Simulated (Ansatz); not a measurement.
Base system: WSe₂ (space group P6_3/mmc, No. 194; a = 3.230 Å, c = 12.411 Å; layered, stacked along the Cartesian z axis). Axes: x lies along a and z along c of the hexagonal cell.

The values are results of PBEsol-D3(BJ) in Ansatz (plane waves to 420 eV, PAW, scalar-relativistic without spin-orbit coupling), not measurements.

Strains are applied to the cell and any free atomic positions relax.

One change was made to it. Results:

```csv
quantity,base,after
"valence-band top at Γ (three highest levels, from the VBM)","0.00, -0.78, -1.48 eV","0.00, -0.75, -1.32 eV"
energy relative to the base (free energy F),0 meV/atom,+11 meV/atom
hole mass,"1.5 mₑ along c, 0.60 mₑ across (at Γ)","0.46 mₑ along x, 0.64 mₑ along y, 1.8 mₑ along z (at Γ)"
band gap,0.67 eV,0.72 eV
```

What was done to the base?
A) uniaxial strain ε_xx = +3.00 %
B) uniaxial strain ε_xx = +1.80 %
C) uniaxial strain ε_xx = +0.60 %

A, uniaxial strain ε_xx = +3.00 %. For comparison, the valence-band top at Γ in the other runs: uniaxial strain ε_xx = +0.60 % gives 0.00, -0.78, -1.44 eV; uniaxial strain ε_xx = +1.80 % gives 0.00, -0.76, -1.38 eV.

Spin-orbit coupling, missing from the scalar runs, can matter with W. Effective masses come from finite differences of ±0.01 Å⁻¹. Whether these cells are dynamically stable was not tested.

Ansatz is an electronic-structure program.
